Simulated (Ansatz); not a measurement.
Consider AlRu in the CsCl type structure (space group Pm-3m, No. 221; a = 2.976 Å).

One thing is altered: cell and atoms relaxed at a pressure of 3 GPa.

Levels (all Ansatz, a first-principles code, PAW): PBEsol (420 eV, without spin-orbit coupling); r2SCAN (500 eV, spin-orbit coupling left out).

The geometry is relaxed with PBEsol.

```
Quantity          Result
---------------  -------
PBEsol pressure  3.0 GPa
```

Question: What does r2SCAN give at this geometry for the pressure?

Answer: The pressure increases by 1.5 GPa to 4.5 GPa.

Single points use the geometry relaxed with PBEsol. Their cutoffs differ, which shifts pressures a little. Load acts through the strain it causes; cell and atoms are relaxed under it. No phonon test of stability was made. All final runs are without spin polarisation.
